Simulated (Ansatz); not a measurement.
Worked example: self-consistent single point of CaC2 (P1, 3 atoms in the cell) in Ansatz (an electronic-structure program).

Method: LDA (PW92), default PAW files made with PBE (plane waves; Ansatz).

The change in words: atoms moved at random. Reference geometry:
```yaml
crystal:
  lattice:
    - [-1.93430, 1.93430, 3.20211]
    - [1.93430, -1.93430, 3.20211]
    - [1.93430, 1.93430, -3.20211]
  atoms:
    - { symbol: Ca, position: [0.00000, 0.00000, 0.00000] }
    - { symbol: C, position: [0.59789, 0.59789, 0.00000] }
    - { symbol: C, position: [0.40211, 0.40211, 0.00000] }
```

Reference input (self-consistent single point, DFT, LDA (PW92), plane waves, default PAW files made with PBE): basis.ecutwfc = 420 eV; kpoints.mp_grid.grid = 12 12 12; hamiltonian.xc = lda; hamiltonian.pseudopotentials = {kind: paw} (the program's default PAW files); scf.occupations.method = fixed. This run's input differs from it in these lines:

Ansatz 0.2 input:
```diff
@@ -7,5 +7,5 @@
   atoms:
-    - { symbol: Ca, position: [0.000000, 0.000000, 0.000000] }
-    - { symbol: C, position: [0.597890, 0.597890, 0.000000] }
-    - { symbol: C, position: [0.402110, 0.402110, 0.000000] }
+    - { symbol: Ca, position: [-0.017915, 0.009455, -0.003056] }
+    - { symbol: C, position: [0.611839, 0.611658, 0.021135] }
+    - { symbol: C, position: [0.406076, 0.378886, -0.018080] }
 basis:
```

The program printed (abridged):

```
SCF iter   1: F=—  HF=-2258.220599 eV  |F-HF|=—  |Δ(HF+E_count)|=         —  Δρ=7.05e-3  dr2=2.46e-2  ethr=1.77e-3  ⟨swp⟩=4.3  Hψ=61125  notcnv=0  defer=457
all-band conjugate gradients solve this SCF's bands
preconditioner: auto → none
SCF iter   2: F=—  HF=-2258.211475 eV  |F-HF|=—  |Δ(HF+E_count)|=   9.12e-3  Δρ=2.99e-3  dr2=1.83e-3  ethr=1.37e-4  ⟨swp⟩=2.1  Hψ=22648  notcnv=0  defer=1736
SCF iter   3: F=—  HF=-2258.210874 eV  |F-HF|=—  |Δ(HF+E_count)|=   6.01e-4  Δρ=1.18e-3  dr2=3.91e-4  ethr=1.02e-5  ⟨swp⟩=3.0  Hψ=20355  notcnv=0  defer=1736
SCF iter   4: F=—  HF=-2258.210780 eV  |F-HF|=—  |Δ(HF+E_count)|=   9.45e-5  Δρ=4.93e-4  dr2=1.48e-4  ethr=2.17e-6  ⟨swp⟩=2.0  Hψ=17180  notcnv=0  defer=539
SCF iter   5: F=—  HF=-2258.210748 eV  |F-HF|=—  |Δ(HF+E_count)|=   3.11e-5  Δρ=1.49e-4  dr2=1.05e-5  ethr=8.20e-7  ⟨swp⟩=2.0  Hψ=15624  notcnv=0  defer=20
SCF iter   6: F=—  HF=-2258.210746 eV  |F-HF|=—  |Δ(HF+E_count)|=   2.33e-6  Δρ=2.70e-5  dr2=1.72e-7  ethr=5.83e-8  ⟨swp⟩=2.0  Hψ=14472  notcnv=0  defer=11
SCF iter   7: F=-2258.210746 eV  HF=-2258.210746 eV  |F-HF|=2.46e-9  |Δ(HF+E_count)|=   4.00e-8  Δρ=4.71e-6  dr2=5.22e-9  ethr=5.56e-10  ⟨swp⟩=6.2  Hψ=56893  notcnv=0
SCF 1 converged in 7 iterations: F = -2258.210746 eV  dr2 = 5.22e-9
Free energy (F): -2258.210746 eV
Internal energy: -2258.210746 eV  (E = F + TS)
E sigma→0 (E₀):  -2258.210746 eV
Fermi energy:    4.681705 eV
--- Forces (eV/Å), atoms counted from 1 ---
  atom   1  Ca    -0.18119911     0.22401396     0.12300706
  atom   2  C     -0.35783161    -0.18974572    -2.17930694
  atom   3  C      0.53904713    -0.03428619     2.05630068
--- Stress (GPa, compression-positive) ---
       -3.580472      -0.315993       0.191868
       -0.315993      -3.434671       0.003157
        0.191867       0.003157     -13.878290
  P = ⅓ Tr σ = -6.9645 GPa (-69.645 kbar)
  The stress holds the Pulay correction. Without it, at fixed plane waves, as pw.x and ABINIT print it: P = -7.2254 GPa
```

The run converged in 7 iterations. Against the reference run the free energy rises by 22.1 meV/atom, the pressure goes from -4.45 to -6.96 GPa, the largest force goes from 0.095 to 2.217 eV/Å and the gap on the mesh goes from 1.181 to 1.099 eV.

The starting cell comes from a database of computed structures (which also holds hypothetical and non-ambient phases and stackings), without a prior relaxation at this level. For this run, on top of that: atoms moved at random. With a pressure of about -7 GPa the cell is away from its equilibrium volume at this level. Forces in this geometry exceed 1 eV/Å. Ansatz's pressure includes its estimate of the finite-basis (Pulay) stress.

Cost on one core of a shared machine: roughly 50 s.
